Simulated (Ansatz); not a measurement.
Take Cu in the fcc (Cu type) structure (space group Fm-3m, No. 225; a = 3.564 Å; relaxed with 0.1 eV smearing) as the base. Axes: x, y, z lie along the cube axes.

Computed with PBEsol/PAW in Ansatz (a program for electronic structure), without spin-orbit coupling.

For the base:

The pressure is 0.0 GPa.

It is then changed as follows: uniaxial strain ε_zz = −1.50 %, all other strain components held at zero, atoms relaxed at fixed cell.

Question: How does this affect the pressure and energy relative to the base?

Answer: The pressure (mean of the normal stresses, compression positive) goes from zero to 2.6 GPa; the energy goes up by 1.7 meV/atom.

Stability against distortions was not tested. The final runs are not spin-polarised.
